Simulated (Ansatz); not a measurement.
The reference is NaI in the rock salt structure (space group Fm-3m, No. 225; a = 6.4021 Å). Axes: x, y, z lie along the cube axes.

Computed with DFT with PBEsol, PAW potentials and a 420 eV plane-wave cutoff in Ansatz (a first-principles code), no spin-orbit coupling.

For the base:

```
Item        Result
--------  --------
Band gap   3.60 eV
Pressure  0.1 kbar
```

One thing is altered: tensile biaxial strain of 2.50 % in the plane normal to [111], as in epitaxy on a mismatched substrate; the out-of-plane cell vector and the atoms relax.

### Question
What does the calculation give for the out-of-plane strain, band gap and pressure after the change?

### Answer
The out-of-plane strain is -2.39 %; the band gap falls by 0.22 eV (3.60 eV → 3.38 eV); the pressure (mean of the normal stresses, compression positive) decreases by 4.1 kbar, from 0.1 kbar to -4.0 kbar.

With I present, leaving out spin-orbit coupling can change the band edges. Whether these cells are dynamically stable was not tested.
